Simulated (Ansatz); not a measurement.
The starting structures come from a database of crystals and need not be the phases stable at ambient conditions.

Inside the gap of an insulator the Bloch states are evanescent, with a wavenumber k + iκ along the transport direction.

Consider the following.

```
PbBrHO
1.0
    4.10630     0.00000     0.00000
    0.00000     7.35317     0.00000
    0.00000     0.00000    10.04743
H Pb Br O
4 4 4 4
Direct
  0.75000   0.29277   0.61487
  0.25000   0.70723   0.38513
  0.25000   0.20723   0.11487
  0.75000   0.79277   0.88513
  0.75000   0.19879   0.91481
  0.25000   0.80121   0.08519
  0.25000   0.30121   0.41481
  0.75000   0.69879   0.58519
  0.25000   0.05494   0.67893
  0.75000   0.94506   0.32107
  0.75000   0.44506   0.17893
  0.25000   0.55494   0.82107
  0.75000   0.37520   0.53877
  0.25000   0.62480   0.46123
  0.25000   0.12480   0.03877
  0.75000   0.87520   0.96123
```

Space group of this cell: Pnma. The cell was relaxed by PBE-D3(BJ).

Transport runs along the normal of the first two printed cell vectors.

No gap correction and no spin-orbit coupling; mid-gap values are interpolated between computed energies.

Question: Estimate the band gap and the smallest decay constant κ at mid-gap that r2SCAN (Ansatz, a first-principles code) returns for this system.

Answer: Gap 3.63 eV on a 8×4×4 mesh; κ = 0.362 1/Å, at the zone centre.
